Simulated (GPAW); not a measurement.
## Cost against accuracy: kpts for Ir₂YSi₂ (P4/nmm, 10 atoms in the cell)

Cell: a = 4.1510 Å, b = 4.1510 Å, c = 9.9086 Å, α = 90.00°, β = 90.00°, γ = 90.00°.

Method: PBEsol, GPAW PAW datasets PBEsol (made by gpaw-setup) (plane waves; GPAW 25.7.0).

Base settings: mode = pw; ecut = 600 eV; xc = PBEsol; kpts = 3 3 2; mesh shift (steps) = 0 0 0; occupations.name = fermi-dirac; occupations.width = 0.136 eV; nbands = -14; convergence.density = 1e-05 e/electron; convergence.energy = 1e-05 eV/electron.

Misses are taken against the tightest run, 9 9 4, which need not be fully converged itself. The energy is the free energy per atom.

The count of work is k-points × plane waves × bands × iterations; it is no time, and leaves out set-up, grids and terms that scale otherwise. Core times come from one kind of shared machine and are given to one figure; runs under 30 s give none.

The starting cell comes from a database of published, mostly measured structures (it also holds non-ambient and calculated ones), without a prior relaxation at this level. Its lattice was rescaled by a random factor within 2.5 % of one. Spin polarisation is off. In the base run, with a pressure of about -7 GPa the cell is away from its equilibrium volume at this level. Without a gap this mesh is coarse (it stands for a supercell whose shortest vector is 12 Å).

The runs (kpts): 1 1 1 | 2 2 1 | 3 3 1 | 3 3 2 | 4 4 2 | 5 5 2 | 6 6 3 | 7 7 3 | 8 8 4 | 9 9 4.

Question: Which is the coarsest setting among those run that, with all tighter ones, holds the energy within 5 meV/atom of the reference, and what does it save?

Answer: 5 5 2, off by 2.2 meV/atom; it needs 0.31 of the reference's count of work and about 0.3 of the reference's time.

Question: Which is the coarsest setting among those run that, with all tighter ones, holds the energy within 2 meV/atom of the reference, and what does it save?

Answer: 6 6 3, off by 1.8 meV/atom; its saving against the reference is no more than about a factor of 2 in the count of work.

Question: For at most 0.1 times the reference's count of work, which run misses the energy least?

Answer: 3 3 1, with a miss of 12 meV/atom at a count of 0.077.

Question: What does the step from 3 3 1 to 5 5 2 buy?

Answer: It takes the miss in the energy from 12 to 2.2 meV/atom, for 4.0 times the count of work and roughly 3 times the time.

| kpts | energy less reference (meV/atom) | pressure less reference (GPa) | largest difference in the force on any atom (eV/Å) | count of work / reference | core time / reference (rough) |
|---|---|---|---|---|---|
| 1 1 1 | 983.41 | 5.59 | 1.190 | 0.013 | – |
| 2 2 1 | -44.40 | -0.78 | 0.664 | 0.067 | 0.1 |
| 3 3 1 | 12.47 | 0.14 | 0.474 | 0.077 | 0.1 |
| 3 3 2 | 11.08 | 0.10 | 0.296 | 0.13 | 0.2 |
| 4 4 2 | 15.27 | 0.16 | 0.149 | 0.27 | 0.3 |
| 5 5 2 | 2.23 | -0.04 | 0.063 | 0.31 | 0.3 |
| 6 6 3 | -1.78 | -0.02 | 0.029 | 0.53 | 0.5 |
| 7 7 3 | -0.73 | 0.01 | 0.019 | 0.44 | 0.5 |
| 8 8 4 | 0.58 | 0.01 | 0.008 | 1.0 | 1 |
| 9 9 4 | 0.00 | 0.00 | 0.000 | 1.0 | 1 |
